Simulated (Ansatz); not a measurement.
## GaP: x(Al) = 0.75, 8 atoms, P-43m

Consider GaP in the zinc blende structure (space group F-43m, No. 216; a = 5.438 Å).

The other end (x = 1) is AlGa in the zinc blende structure (space group F-43m, No. 216; a hypothetical phase, not in the database extracts checked): 24.83 Å³/atom, gap zero; this end may not be an ambient phase.

Perturbation: Al replaces 75.0 % of the P, ordered in a cell of 8 atoms (starting symmetry P-43m) and fully relaxed.

Method: Ansatz (a first-principles code), PBEsol, PAW, cutoff 420 eV, no spin-orbit coupling. k-mesh 8×8×8 (Γ-centred); smearing 0.05 eV (Fermi–Dirac), for the changed cell.

The volume per atom grows by 3.55 Å³ to 23.66 Å³ and the shortest interatomic distance decreases by 0.044 Å, from 2.355 Å to 2.311 Å. The band gap changes from 1.45 eV to zero and the mixing energy is -0.02 eV/atom (to 0.01 eV only: unlike meshes or grids) (against an end that may be hypothetical). The deviation of the volume from the linear (Vegard-type) interpolation comes out as 0.0 % and the mean first-shell distances amounts to P–Ga 2.311 Å (end compound 2.355 Å), Al–Ga 2.550 Å (end compound 2.527 Å).

These are small ordered cells, not random alloys; other orderings at the same x differ. Stability against distortions was not tested. The final runs are not spin-polarised.
